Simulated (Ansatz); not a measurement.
The starting structures come from a database of crystals and need not be the phases stable at ambient conditions.

 Where the default PAW files enter, the runs use the earlier of Ansatz's two default sets.

By PBEsol, the system below comes out a metal.

Crystal: Al2Cu (P4/mmm, not sure to be the ambient phase, 3 atoms a cell, 16.2 Å³ an atom, -2 GPa at this level); planes in its conventional cell.

Level of theory: PBEsol (plane waves, PAW; Ansatz, an electronic-structure program).

Ballistic conductance counts the channels of both spins, as a mean over 0.1 eV about the Fermi level; spin-orbit coupling is left out.

```json
[
 {"plane": "(110)", "area (Å²)": "16.8", "G/A (10¹⁵ S/m²)": "0.76"},
 {"plane": "(111)", "area (Å²)": "23.8", "G/A (10¹⁵ S/m²)": "___"},
 {"plane": "(100)", "area (Å²)": "11.9", "G/A (10¹⁵ S/m²)": "___"},
 {"plane": "(001)", "area (Å²)": "16.9", "G/A (10¹⁵ S/m²)": "___"}
]
```

Q: Fill in the missing entries.

A: 
- (111), G/A (10¹⁵ S/m²): 0.84
- (100), G/A (10¹⁵ S/m²): 0.74
- (001), G/A (10¹⁵ S/m²): 0.89
